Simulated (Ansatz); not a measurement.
The parent structure is Al2O3 in the corundum structure (space group R-3c, No. 167; a = 4.7292 Å, c = 12.8916 Å (hexagonal axes)). Axes: x lies along a and z along c of the hexagonal cell.

Calculations: LDA/PAW in Ansatz (a first-principles code), scalar-relativistic without spin-orbit coupling.

Now apply this change: the cell is scaled by 1.0225 in all directions, atoms relaxed at fixed cell.

Predict the stress tensor and what it implies for the stiffness.

Stress of the strained cell less that of the base (GPa, compression positive):
```
 -15.31    0.00    0.00
   0.00  -15.31    0.00
   0.00    0.00  -14.52
```

Then B = −ΔP/(ΔV/V₀) with ΔV/V₀ = 0.0690 gives secant stiffness values (nonlinear terms included at this strain): B (at held cell shape, above the free-shape value) ≈ 218 GPa.

As a check, the harmonic strain energy −½ V₀ Δσ:ε is 26 meV/atom; the computed energy rise is 29 meV/atom.

No phonon test of stability was made.
